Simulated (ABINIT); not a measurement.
Input and output of a self-consistent single point for Al₂Cu (I4/mcm, 6 atoms in the cell) (ABINIT).

Level of theory: PBE, PAW (JTH v2.0 PBE PAW) (plane waves; ABINIT 10.0.3).

The change in words: lattice scaled by 0.98. Reference geometry:
```yaml
crystal:
  lattice:
    - [-2.99890, 2.99890, 2.39274]
    - [2.99890, -2.99890, 2.39274]
    - [2.99890, 2.99890, -2.39274]
  atoms:
    - { symbol: Al, position: [0.84139, 0.65861, 0.50000] }
    - { symbol: Al, position: [0.15861, 0.34139, 0.50000] }
    - { symbol: Al, position: [0.65861, 0.15861, 0.81722] }
    - { symbol: Al, position: [0.34139, 0.84139, 0.18278] }
    - { symbol: Cu, position: [0.25000, 0.25000, 0.00000] }
    - { symbol: Cu, position: [0.75000, 0.75000, 0.00000] }
```

Reference input (self-consistent single point, DFT, PBE, plane waves, PAW (JTH v2.0 PBE PAW)): pseudos = [Al.GGA_PBE-JTH.xml, Cu.GGA_PBE-JTH.xml]; ecut = 816 eV; pawecutdg = 1633 eV; ixc = 11; occopt = 7; tsmear = 0.272 eV; ngkpt = 6 6 6; nshiftk = 1; shiftk = 0 0 0; potentials = JTH v2.0 PBE PAW; nband = 33; kptopt = 1. This run's input differs from it in these lines:

```diff
@@ -5,5 +5,5 @@
 rprim
-        -5.6670996751    5.6670996751    4.5216138388
-         5.6670996751   -5.6670996751    4.5216138388
-         5.6670996751    5.6670996751   -4.5216138388
+        -5.5537576816    5.5537576816    4.4311809951
+         5.5537576816   -5.5537576816    4.4311809951
+         5.5537576816    5.5537576816   -4.4311809951
 natom 6
@@ -13,8 +13,8 @@
 xcart
-         0.9513110580    2.0475889420    2.3927350000
-         2.0475889420    0.9513110580   -0.0000000000
-         0.9513110580    3.9502110580   -0.0000000000
-         2.0475889420   -0.9513110580    2.3927350000
-        -0.0000000000   -0.0000000000    1.1963675000
-        -0.0000000000   -0.0000000000    3.5891025000
+         0.9322848368    2.0066371632    2.3448800000
+         2.0066371632    0.9322848368    0.0000000000
+         0.9322848368    3.8712068368   -0.0000000000
+         2.0066371632   -0.9322848368    2.3448800000
+         0.0000000000   -0.0000000000    1.1724400000
+         0.0000000000   -0.0000000000    3.5173200000
       Angstrom
```

Output (repeated stretches shortened):

```
--- !BeginCycle
solver: {iscf: 17, nstep: 60, nline: 4, wfoptalg: 10, }
tolerances: {tolvrs: 1.00E-11, }
...

     iter   Etot(hartree)      deltaE(h)  residm     nres2
 ETOT  1  -401.16451747415    -4.012E+02 4.545E+01 1.151E+02
 ETOT  2  -404.71191513571    -3.547E+00 4.922E-02 1.622E+02
 ETOT  3  -404.37786771445     3.340E-01 1.469E-01 9.627E+00
 ETOT  4  -404.37841372319    -5.460E-04 3.817E-02 4.346E-01
 ETOT  5  -404.37771430811     6.994E-04 7.647E-03 4.763E-01
   [... 12 lines left out ...]
 ETOT 18  -404.37722657859    -2.217E-11 1.789E-04 6.736E-10
 ETOT 19  -404.37722657860    -8.924E-12 1.020E-04 3.738E-10
 ETOT 20  -404.37722657859     4.093E-12 1.497E-04 2.968E-11
 ETOT 21  -404.37722657859     3.467E-12 5.507E-05 4.647E-12
 At SCF step   21       nres2   =  4.65E-12 < tolvrs=  1.00E-11 =>converged.

 Cartesian components of stress tensor (hartree/bohr^3)
  sigma(1 1)= -3.70267951E-04  sigma(3 2)=  0.00000000E+00
  sigma(2 2)= -3.70267951E-04  sigma(3 1)=  0.00000000E+00
  sigma(3 3)= -5.01360347E-04  sigma(2 1)=  0.00000000E+00

 ----iterations are completed or convergence reached----

 reduced coordinates (array xred) for    6 atoms
       0.841390002047      0.658610002327      0.500000000000
       0.158610002327      0.341390002047      0.500000000000
       0.658610002327      0.158610002327      0.817220000281
       0.341390002047      0.841390002047      0.182779999719
       0.250000002187      0.250000002187      0.000000000000
       0.750000002187      0.750000002187      0.000000000000
 cartesian forces (eV/Angstrom) at end:
   [... lines left out ...]
 Fermi (or HOMO) energy (hartree) =   0.35508   Average Vxc (hartree)=  -0.39773
 Fermi (or HOMO) energy (eV) =   9.66231   Average Vxc (eV)= -10.82281
   [... lines left out ...]
'-kT*entropy'       : -2.43588463592804E-03
total_energy        : -4.04377225890740E+02
total_energy_eV     : -1.10036639179548E+04
...

-Cartesian components of stress tensor (GPa)         [Pressure=  1.2179E+01 GPa]
- sigma(1 1)= -1.08936574E+01  sigma(3 2)=  0.00000000E+00
- sigma(2 2)= -1.08936574E+01  sigma(3 1)=  0.00000000E+00
- sigma(3 3)= -1.47505282E+01  sigma(2 1)=  0.00000000E+00

 Calculation completed.
```

The run converged in 21 iterations. 

The starting cell comes from a database of computed structures (which also holds hypothetical and non-ambient phases and stackings), without a prior relaxation at this level. For this run, on top of that: lattice scaled by 0.98. Spin polarisation is off. With a pressure of about 12 GPa the cell is away from its equilibrium volume at this level.

These are the values that this program gave, and no reference: the one-centre exchange-correlation terms come from a truncated expansion.

Cost on one core of a shared machine: roughly 9 min.
